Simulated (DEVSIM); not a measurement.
Structure: abrupt Si p-n junction, at 300 K.

Layer 1 from the left is Si, thickness (μm) 0.300, Na (cm⁻³) 1.3e19, τn (s) 0.00094, τp (s) 0.00094. Layer 2 from the left is Si, thickness (μm) 270, Nd (cm⁻³) 8.8e16, τn (s) 0.00094, τp (s) 0.00094.

Left contact: ohmic. Right contact: ohmic. Voltage is applied to the left contact. Recombination: SRH at mid-gap, Auger. Gap narrowing is on: ΔEg = 6.92 meV × (l + √(l² + 0.5)), l = ln(N/1.3e17 cm⁻³), shared equally by both band edges. Mobility is constant in doping.

This is a model device: material constants are rounded textbook-type values typed into the input, and sizes, dopings and lifetimes were drawn at random. Values at 300 K.

Si: gap (eV) 1.124, affinity (eV) 4.05, permittivity 11.7, Nc (cm⁻³) 2.86e19, Nv (cm⁻³) 3.1e19, μn (cm²/Vs) 1417, μp (cm²/Vs) 470, Cn (cm⁶/s) 2.8e-31, Cp (cm⁶/s) 9.9e-32.

DEVSIM, 1D drift-diffusion, Boltzmann statistics, complete ionisation; no tunnelling, impact ionisation, image-force lowering or self-heating.

What does the simulation give for the potential step across the device at zero bias, the dark forward voltage at 1 A/cm²?

potential step across the device at zero bias 0.919 V; dark forward voltage at 1 A/cm² 0.638 V.
